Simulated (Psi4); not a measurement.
Psi4 1.11, PBE0/def2-svpd: Ti(Cl)(OH)2(OMe) (C[O][Ti]([OH])([OH])[Cl]), 11 atoms. The geometry is a generated start, not checked to be a minimum at this level.

```json
{
 "task": "energy",
 "method": "pbe0",
 "basis": "def2-svpd",
 "memory": "3 GB",
 "maxiter": "100",
 "keys_of_the_molecule_block": "symmetry c1",
 "scf_type": "df (default)",
 "e_convergence": "1e-06 (default)",
 "d_convergence": "1e-06 (default)",
 "dft_radial_points": "75 (default)",
 "dft_spherical_points": "302 (default)",
 "basis_functions": "190",
 "grid_points": "237749"
}
```

```xyz
11

Ti     0.4127     0.3895     0.8960
Cl     2.4722     0.9265     1.1883
O      0.0692    -0.8439     2.0262
H     -0.3577    -1.2271     2.7962
O     -0.5120     1.7970     1.1337
H     -1.2403     2.4055     1.0123
O      0.3559    -0.1459    -0.7064
C     -0.1911    -0.7110    -1.8537
H     -0.5356     0.0812    -2.5347
H      0.5693    -1.3142    -2.3667
H     -1.0426    -1.3577    -1.5912
```

Charge 0 and multiplicity 1 are set for this test and not shown to be the ground state.

With the defaults (diis = true, scf_initial_accelerator = adiis, damping_percentage = 0, diis_max_vecs = 10, guess = auto, which took SAD, soscf = false, soscf_start_convergence = 0.01) it converges in 10 SCF iterations. One run each on 2 threads, with these changes:
- diis = false, scf_initial_accelerator = none, damping_percentage = 60
- guess = gwh
- scf_initial_accelerator = none
- diis_max_vecs = 6
- soscf = true, soscf_start_convergence = 0.1
- soscf = true
- guess = huckel
- guess = core
- guess = modhuckel

Q: Name the settings that don't reach the solution of the defaults.

A: No convergence: diis = false, scf_initial_accelerator = none, damping_percentage = 60 (the run ends without SCF convergence in 100 iterations). The rest reach the solution of the defaults.

```
setting                                                                SCF iterations  JK calls             end
---------------------------------------------------------------------  --------------  --------  --------------
soscf = true                                                                        8        29   same solution
soscf = true, soscf_start_convergence = 0.1                                         8        34   same solution
the defaults                                                                       10        11   same solution
diis_max_vecs = 6                                                                  10        11   same solution
scf_initial_accelerator = none                                                     10        11   same solution
guess = huckel                                                                     11        42   same solution
guess = modhuckel                                                                  12        43   same solution
guess = core                                                                       16        16   same solution
guess = gwh                                                                        17        17   same solution
diis = false, scf_initial_accelerator = none, damping_percentage = 60             100       101  no convergence
```

An SOSCF iteration holds several JK calls; a Hückel guess adds calls on atoms. 1 further run of the study ended by our limits or in an error and is left out.
